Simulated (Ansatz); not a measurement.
## K2S, response to strain

Consider K₂S in the anti-fluorite structure (space group Fm-3m, No. 225; a = 7.336 Å). Axes: x, y, z lie along the cube axes.

Strains are applied to the cell and any free atomic positions relax; under biaxial strain the out-of-plane vector relaxes too.

Calculations: PBEsol in Ansatz (plane waves to 420 eV, PAW, without spin-orbit coupling).

Candidates:
(a) biaxial strain −2.00 %, plane normal [001], relaxed out of plane
(b) biaxial strain +2.50 %, plane normal [001], relaxed out of plane
(c) biaxial strain +0.50 %, plane normal [001], relaxed out of plane
(d) biaxial strain −0.50 %, plane normal [001], relaxed out of plane

Problem. Order them by out-of-plane strain, lowest first.

Solution. (b) biaxial strain +2.50 %, plane normal [001], relaxed out of plane (-1.55 %), (c) biaxial strain +0.50 %, plane normal [001], relaxed out of plane (-0.31 %), (d) biaxial strain −0.50 %, plane normal [001], relaxed out of plane (+0.35 %), (a) biaxial strain −2.00 %, plane normal [001], relaxed out of plane (+1.39 %)

Whether these cells are dynamically stable was not tested.

Ansatz is a program for electronic structure.
